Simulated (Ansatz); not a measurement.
**PBE against r2SCAN: SiC, Mg on a Si site**

Consider a 16-atom supercell of SiC in the wurtzite structure (space group P6_3mc, No. 186; a = 3.092 Å, c = 5.074 Å) at its relaxed geometry.

(Cell as relaxed with PBE.)

Levels (all Ansatz, a first-principles code, PAW): PBE (420 eV, no spin-orbit coupling); r2SCAN (500 eV, no SOC).

Each level relaxes its own structure.

Perturbation: one Si atom is replaced by Mg, atoms relaxed at fixed cell, starting from a slightly rattled geometry.

```tsv
quantity	PBE	r2SCAN
pressure	8.8 GPa	?
largest displacement of a host atom from its site in the perfect cell	0.24 Å	?
```

**Question.** What does r2SCAN give?

**Answer.** 
- pressure, r2SCAN: 9.5 GPa
- largest displacement of a host atom from its site in the perfect cell, r2SCAN: 0.25 Å

PBE's pressure lies 0.7 GPa below r2SCAN's. Neither level is exact; r2SCAN is the comparison here, not a measurement.

Other magnetic orders, which the real material may have, were not ruled out. In so small a cell the defect repeats every few ångströms: this is an ordered compound, not a dilute defect. The mesh was chosen for an insulator and is coarse for the gapless case.
